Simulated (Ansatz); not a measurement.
## Amorphous Si14Sn10O38

A CHGNet melt-quench gave the starting glass, which DFT then relaxed. O atoms were pushed apart under 1.9 Å during the dynamics, to hinder bonds among them. The hot cell started wider than the set density and was brought back towards it in steps. It is the lowest in DFT energy of 2 quenches. It is a model cell: composition and starting density were chosen by hand, and all elements were melted together. No dispersion term was used.

Methods: PBE, scalar-relativistic without spin-orbit coupling (Ansatz, a quantum-chemistry and plane-wave program); r2SCAN, scalar-relativistic without spin-orbit coupling (Ansatz); HSE06, scalar-relativistic without spin-orbit coupling (Ansatz). Geometry, pressure, stress and energy are those of the PBE run. Its sampling: a 2×2×2 Γ-centred mesh; Fermi-Dirac width 0.02 eV; no spin polarisation. Other functionals are single points at the zone centre (r2SCAN at 500 eV; exact exchange cut at the cell's faces), free to take moments where seeds were set.

```yaml
number_of_atoms_in_the_cell: 62
Density (volume relaxed, without dispersion): 3.51 g/cm³
volume_per_atom: 16.71 Å^3
Pressure on a 2×2×2 Γ-centred mesh: 0.3 kbar
Largest force and stress component on that mesh (the relaxation ran on the zone centre alone): 0.07 eV/Å and 0.1 GPa
Energy relative to alpha cristobalite + litharge SnO (lowest mix at this level among the phases computed, not always the ambient ones): 76 meV/atom
Gap on a 2×2×2 Γ-centred mesh (PBE): 3.06 eV
Gap at the zone centre (PBE): 3.17 eV
Gap at the zone centre (r2SCAN): 3.53 eV
Gap at the zone centre (HSE06): 4.19 eV
```

Neighbours within Si-Si 2.60 Å, Si-Sn 2.75 Å, Si-O 1.92 Å, Sn-Sn 3.06 Å, Sn-O 2.68 Å, O-O 1.58 Å count as bonded. Two cations that share two anions don't count as bonded, nor two that share one unless they lie closer than Si-Si 2.38 Å, Si-Sn 2.68 Å, Sn-Sn 2.97 Å.

Mean coordination of Si by anions: 4.00 (14 with 4)
Mean coordination of Sn by anions: 3.00 (10 with 3)
Mean coordination of O: 2.26 (28 with 2, 10 with 3)
Mean Si-O bond: 1.641 Å (spread 0.024 Å, 56 counted)
Mean Sn-O bond: 2.243 Å (spread 0.140 Å, 30 counted)

Its density started from a set value of 3.60 g/cm³. The simulated quench (nominally 240 K/ps over its main leg) is rapid and tends to freeze in more defects than a deposited or slowly cooled glass has. A cell of this size samples the disorder only roughly. Volume and shape were free in the relaxation.
